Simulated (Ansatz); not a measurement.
Take Rh in the fcc (Cu type) structure (space group Fm-3m, No. 225; a = 3.7816 Å; relaxed with 0.1 eV smearing) as the base. Axes: x, y, z lie along the cube axes.

Method: PBEsol/PAW in Ansatz (a quantum-chemistry and plane-wave program), spin-orbit coupling left out.

For the base:

- Pressure: 0.0 GPa

Now apply this change: tensile biaxial strain of 0.83 % in the plane normal to [111], as in epitaxy on a mismatched substrate; the out-of-plane cell vector and the atoms relax.

**Question.** Estimate the effect on the pressure and ratio −ε⊥/ε∥.

**Answer.** The pressure (mean of the normal stresses, compression positive) goes from zero to -3.4 GPa; the ratio −ε⊥/ε∥ amounts to 0.54.

Whether these cells are dynamically stable was not tested. The final runs are not spin-polarised.
